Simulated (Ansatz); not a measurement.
Take NaI in the CsCl type structure (space group Pm-3m, No. 221; a = 4.062 Å; a hypothetical phase, not in the database extracts checked) as the base. Axes: x, y, z lie along the cube axes.

Method: Ansatz (an electronic-structure program) PBE, no SOC.

The change: the cell is compressed by 0.80 % along z with no lateral relaxation; the atoms relax in the strained cell.

Problem. Predict the stress tensor and what it implies for the stiffness.

Solution. Stress of the strained cell less that of the base (GPa, compression positive):
```
   0.01    0.00    0.00
   0.00    0.01    0.00
   0.00    0.00    0.39
```

Then −Δσ_ii/ε with ε = -0.0080 gives relaxed-ion elastic constants: C33 ≈ 49 GPa.

Stability against distortions was not tested.
